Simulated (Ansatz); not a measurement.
Start from BaTiO$_{3}$ (space group P4mm, No. 99; a = 3.985 Å, c = 4.201 Å).

(Cell as relaxed with PBE.)

Levels (all Ansatz, a first-principles code, PAW): PBE (420 eV, scalar-relativistic without spin-orbit coupling); r2SCAN (500 eV, scalar-relativistic without spin-orbit coupling).

Each level relaxes its own structure.

```json
[
 {"base": "volume per atom", "PBE": "13.35 Å³", "r2SCAN": "12.98 Å³"},
 {"base": "lattice parameter a", "PBE": "398.5 pm", "r2SCAN": "397.2 pm"},
 {"base": "band gap", "PBE": "1.84 eV", "r2SCAN": "2.23 eV"}
]
```

The change: a hydrostatic pressure of 30 GPa.

```json
[
 {"quantity": "band gap", "PBE": "2.01 eV", "r2SCAN": "2.41 eV"},
 {"quantity": "shortest interatomic distance", "PBE": "192.1 pm", "r2SCAN": "191.5 pm"},
 {"quantity": "shift of the gap caused by the change", "PBE": "+0.17 eV", "r2SCAN": "+0.18 eV"}
]
```

PBE's band gap lies 0.40 eV below r2SCAN's; PBE's shortest interatomic distance lies 0.6 pm above r2SCAN's (0.3 %). Neither level is exact; r2SCAN is the comparison here, not a measurement.

Load acts through the strain it causes; cell and atoms are relaxed under it. Whether these cells are dynamically stable was not tested. Competing high-pressure phases were not computed. All final runs are without spin polarisation. Along this pressure series the structure jumps between pressure 9 GPa and pressure 18 GPa; cells beyond that are another form of it.
